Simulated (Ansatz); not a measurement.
Consider interstitial H in zinc-blende AlP with all lengths changed by +1 %, charge state +1. The step: several atoms move together, H the farthest; the atom moves 1.70 Å along (0.22, 0.00, -0.22) of the unit cell; the moving atom starts with neighbours Al at 1.92; P at 1.45 Å and ends with Al at 1.92; P at 1.45 Å. DFT values are from Ansatz (plane-wave PAW, 420 eV unless said) in a cell of 64 host sites, spin-restricted, static, with no finite-size correction. The charge state is imposed; whether it is stable for some Fermi level was not computed. Sites that were not tried may lie lower. For the PBE band: the saddle point's order was not checked, and it lies on a symmetry element of the cell, where a band can be held.

```csv
Level,Forward barrier (eV),Cost of the band or of the saddle's single point
"CHGNet universal potential (has no charge state), its own band",0.49,-
"PBE, a 2×2×2 k-point mesh shifted by half a step, band relaxed",0.29,around 27 core-minutes (rough)
"PBE, a 3×3×3 k-point mesh shifted by half a step, same geometries",0.29,about 5 core-minutes (a rough figure)
```

Ansatz is a first-principles code.
